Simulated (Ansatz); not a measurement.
Mg interstitial (monoclinic HfO2 host)

The numbers are results of PBE, PAW (plane waves to 420 eV; Ansatz, a first-principles code), not measurements. A 2×2×2 supercell of 96 sites was used; the energies come from a 2×2×2 shifted sampling of its zone. Site at the start: void with 3O nearest, no. 1. Finite-size correction: monopole term and site-potential alignment. Dielectric constants: PBE linear response of the host. Host gap at this level: 4.04 eV. A cell of this size leaves errors of a few tenths of an eV. PBE underestimates the host's gap, which shifts levels and can delocalise carriers. Spin–orbit coupling is left out, which matters for these heavy elements. Each state is the lowest found from its start.

Formation energies E_f are given with the Fermi level at the valence-band maximum. Chemical conditions: Hf-rich (Δμ(Mg) = -0.18 eV, bounded by rock-salt MgO; only phases computed here count, gases as isolated molecules at 0 K); O-rich (Δμ(Mg) = -5.37 eV, bounded by rock-salt MgO; only phases computed here count, gases as isolated molecules at 0 K). Reference phases: Mg: hcp Mg.

The name describes the start; the neighbours show where the added atom ended.

| charge | moment (μB) | point group | largest move off a lattice site (Å) | neighbours of the added atom at the end (Å) | image correction with alignment (eV) | E_f, Hf-rich (eV) | E_f, O-rich (eV) |
|---|---|---|---|---|---|---|---|
| +2 | not spin-polarised | C1 | 0.36 | O 1.91, O 1.95, O 2.02, O 2.02, O 2.12, Hf 2.55, Hf 2.73 | 0.64 | -3.51 | 1.68 |
| +1* | quenched | C1 | 0.35 | O 1.92, O 1.94, O 2.02, O 2.03, O 2.12, Hf 2.56, Hf 2.72 | – | – | – |
| 0* | not spin-polarised | C1 | 0.35 | O 1.93, O 1.95, O 2.01, O 2.04, O 2.14, Hf 2.56, Hf 2.70 | – | – | – |

* At this level the carrier isn't localised at the defect: at charge +1 electrons occupy the conduction band; at charge 0 electrons occupy the conduction band. Such a state is shallow or no state of the defect, and this cell gives it no level.

Point groups are those of the whole cell at tolerances of 0.03 and 0.1 Å ("near" where only the looser one holds); none is given for unsettled states.

Starting moments that weren't kept: charge +1 began with 1 μB and ended with 0.0.

Flagged in the runs: a host whose relaxation on this sampling wasn't shown to rest, a strain field that reaches the edge of the cell.
